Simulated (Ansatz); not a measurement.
We consider CsCl-type NiAl, described by r²SCANh (Ansatz, a first-principles code, PAW).

Input file:

Ansatz 0.2 input:
```yaml
crystal:
  lattice:
    - [2.8539900973, 0.0, 0.0]
    - [0.0, 2.8539900973, 0.0]
    - [0.0, 0.0, 2.8539900973]
  atoms:
    - { symbol: Al, position: [0.5, 0.5, 0.5] }
    - { symbol: Ni, position: [0.0, 0.0, 0.0] }
basis:
  ecutwfc: 520
  ecutrho_ratio: 4
  xc_grid: 3
kpoints:
  mp_grid: { grid: [10, 10, 10] }
hamiltonian:
  xc: r2scanh
  dispersion: none
  pseudopotentials: { kind: paw }
scf:
  occupations: { method: fermi_dirac, width: 0.05 }
  convergence: { dr2_threshold: 0.0000000002 }
output:
  forces: true
  stress: true
  eigenvalues: true
```

From the output:

```
WARN output.stress: scf.exx.energy_threshold = 1e-6 eV is looser than the 2e-8 eV advised for a stress under a hybrid functional (1e-8 eV for each atom of the …
Crystal: 2 atoms, lattice volume = 23.246 Å³
Basis set: ecut = 520 eV, 619 PW (Γ), exchange–correlation on 72×72×72 points (27 copies of the dense FFT grid, shifted against one another)
Bands: 15, of which v1, the nominal top of the filled ones, is band 11 counted from 1 (10 counted from 0)
Symmetry: 48 space group operations
Space group: Pm-3m (ITA 221), of the structure as read, at distance tolerance 2.9e-5 Å
k-points: 56 of 1000
Functional: x = r2scan, c = r2scan; τ floored in thin density (d = 2e-4 eV/Å³), warm-up for x = 0.9 r2scan + 0.1 exact, c = r2scan; τ floored in thin density (d = 2e-4 eV/Å³)
SCF iter   1: F=—  HF=-6387.007616 eV  |F-HF|=—  |Δ(HF+E_count)|=         —  Δρ=2.58e-2  dr2=1.19e-1  dr2_τ=6.06e-2
SCF iter   2: F=—  HF=-6387.070677 eV  |F-HF|=—  |Δ(HF+E_count)|=   6.31e-2  Δρ=1.71e-2  dr2=3.24e-2  dr2_τ=7.07e-4
  ...
SCF 1 converged in 10 iterations: F = -6387.061275 eV  dr2 = 8.34e-11
Crystal: 2 atoms, lattice volume = 23.246 Å³
Initial density: handed on by an earlier stage of this run
Functional: x = 0.9 r2scan + 0.1 exact, c = r2scan; τ floored in thin density (d = 2e-4 eV/Å³)
Crystal: 2 atoms, lattice volume = 23.246 Å³
SCF iter   4: F=—  HF=-6385.767754 eV  |F-HF|=—  |Δ(HF+E_count)|=   2.99e-9  Δρ=3.83e-6  dr2=2.52e-9  dr2_τ=9.82e-11
SCF iter   5: F=-6385.767754 eV  HF=-6385.767754 eV  |F-HF|=5.37e-11  |Δ(HF+E_count)|=  4.24e-10  Δρ=5.99e-7  dr2=6.45e-11  dr2_τ=1.38e-12
SCF 3 converged in 5 iterations: F = -6385.767754 eV  dr2 = 6.45e-11
Free energy (F): -6385.767754 eV
Internal energy: -6385.765405 eV  (E = F + TS)
E sigma→0 (E₀):  -6385.766579 eV
Fermi energy:    14.171210 eV
--- Forces (eV/Å), atoms counted from 1 ---
  atom   1  Al     0.00000000    -0.00000000     0.00000000
  atom   2  Ni    -0.00000000    -0.00000000     0.00000000
--- Stress (GPa, compression-positive) ---
        0.097646       0.000000       0.000000
        0.000000       0.097646       0.000000
        0.000000       0.000000       0.097646
  P = ⅓ Tr σ = 0.0976 GPa (0.976 kbar)
```

The PAW data were made under PBE.

Note: the run has no spin polarisation, so it can have missed a magnetic state. Note: the run warned that the count of filled bands differs between k points.
